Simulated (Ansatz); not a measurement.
The reference is P in the black-P type structure (space group Cmce, No. 64; a = 3.302 Å, b = 10.691 Å, c = 4.467 Å; layered, stacked along the Cartesian y axis). Axes: x, y, z lie along a, b, c of the conventional cell.

Level of theory: r2SCAN+rVV10 (Ansatz, a first-principles code; PAW; 500 eV plane waves; no SOC).

Before the change:

```
Item               Result
---------------  --------
Volume per atom  19.71 Å³
Pressure          0.0 GPa
Band gap             zero
```

Perturbation: tensile biaxial strain of 1.00 % in the plane normal to [001], as in epitaxy on a mismatched substrate; the out-of-plane cell vector and the atoms relax.

Question: What happens to the volume per atom?

Answer: The volume per atom goes up by 0.27 Å³ (19.71 Å³ → 19.98 Å³).

Question: What does the calculation give for the pressure after the change?

Answer: The pressure (mean of the normal stresses, compression positive) goes from zero to -0.8 GPa.

Question: Predict the new band gap.

Answer: The band gap is still zero.

Whether these cells are dynamically stable was not tested. Gaps under 0.05 eV, about the width of the smearing, are given as zero. A zero or small gap of P can be the functional's error rather than a property of the material.
